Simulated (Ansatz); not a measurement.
Given:

```xyz
4
Lattice="4.6435 0.0000 0.0000 -2.3218 4.0214 0.0000 0.0000 0.0000 7.5453" Properties=species:S:1:pos:R:3 pbc="T T T"
Mg     0.0000     2.6809     7.5422
Mg     2.3218     1.3405     3.7696
Te     0.0000     2.6809     2.8402
Te     2.3218     1.3405     6.6128
```

No spin polarisation.

Method: PBEsol (Ansatz, an electronic-structure program, PAW, no spin-orbit coupling). k-mesh 8×8×5 (Γ-centred); smearing 0.05 eV (Fermi–Dirac).

### Question
Predict the valence-band top at Γ and gap character.

### Answer
The valence-band top at Γ (three highest levels, from the VBM) comes out as 0.00, -0.02, -0.02 eV. The gap character comes out as direct at Γ.

Spin-orbit coupling, missing from the scalar runs, can matter with Te. The cells carry an imposed strain or load. Whether these cells are dynamically stable was not tested. The cell was made from MgTe in the wurtzite structure (space group P6_3mc, No. 186) by this change: isotropic strain +1.80 %.
